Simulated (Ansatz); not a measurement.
**CsNbP2O8 (space group C2/m, No. 12)**

```xyz
12
Lattice="4.4027 -2.6296 0.0000 4.4027 2.6296 0.0000 -0.4559 0.0000 8.7967" Properties=species:S:1:pos:R:3 pbc="T T T"
Cs     0.0000     0.0000     0.0000
Nb    -0.2280     0.0000     4.3984
P      2.7976     0.0000     6.1139
P      5.5520     0.0000     2.6828
O      4.7062     1.2460     3.1001
O      3.6433    -1.2460     5.6966
O      3.6433     1.2460     5.6966
O      4.7062    -1.2460     3.1001
O      6.7969     0.0000     3.6358
O      1.5527     0.0000     5.1609
O      5.9050     0.0000     1.2389
O      2.4446     0.0000     7.5578
```

Calculations: PBEsol (Ansatz, an electronic-structure program, PAW, spin-orbit coupling left out), earlier PAW set. Settings: 6×6×3 k-points, 0.05 eV Fermi–Dirac smearing.

| Item | Value |
|---|---|
| Volume per atom | 16.97 Å³ |
| Density | 3.39 g/cm³ |
| Band gap | 2.80 eV, indirect, k = (1/3, 1/3, -1/3) in the run's primitive reciprocal basis → Γ |
| Lowest conduction-band minima above the VBM | Γ 2.80 eV; Y₂ (1/2, 1/2, 0) 2.93 eV; M₂ (1/2, 1/2, 1/2) 2.94 eV |
| Total energy | -1338.136 eV/atom (σ→0; compares only within this code and set-up) |

Whether these cells are dynamically stable was not tested.
